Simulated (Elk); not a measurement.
Band structure of Ba3Bi2 (Pm-3m, 5 atoms in the cell).

```yaml
crystal:
  lattice:
    - [6.46279, 0.00000, 0.00000]
    - [0.00000, 6.46279, 0.00000]
    - [0.00000, 0.00000, 6.46279]
  atoms:
    - { symbol: Ba, position: [0.00000, 0.50000, 0.50000] }
    - { symbol: Ba, position: [0.50000, 0.00000, 0.50000] }
    - { symbol: Ba, position: [0.50000, 0.50000, 0.00000] }
    - { symbol: Bi, position: [0.00000, 0.00000, 0.00000] }
    - { symbol: Bi, position: [0.50000, 0.50000, 0.50000] }
```

Method: Elk 10.2.4 with LDA (PW92), all-electron FP-LAPW, Elk's shipped species files, default APW+lo basis.

Settings: xctype = 3; rgkmax = 7; stype = 3; swidth = 0.00183747 Ha; ngridk = 5 5 5.

The starting cell comes from a database of computed structures (which also holds hypothetical and non-ambient phases and stackings), without a prior relaxation at this level. Its lattice was rescaled by a random factor within 2.5 % of one. Spin-orbit coupling is off. Values depend on the basis (sphere radii, cutoffs, local orbitals), which need not be converged.

Levels in eV from the Fermi level, bands 42 to 49:
```
point     42     43     44     45     46    47    48    49
-----  -----  -----  -----  -----  -----  ----  ----  ----
Γ      -0.77  -0.48  -0.03  -0.03  -0.03  0.37  0.37  0.40
X      -0.92  -0.92  -0.69  -0.69   0.61  0.75  1.23  1.75
M      -1.23  -1.00  -1.00  -0.80   1.39  1.40  1.40  1.59
R      -2.74  -0.78  -0.78  -0.78   1.10  1.32  1.32  1.32
```

Bands cross the Fermi level along this path, so the cell is metallic at this level.
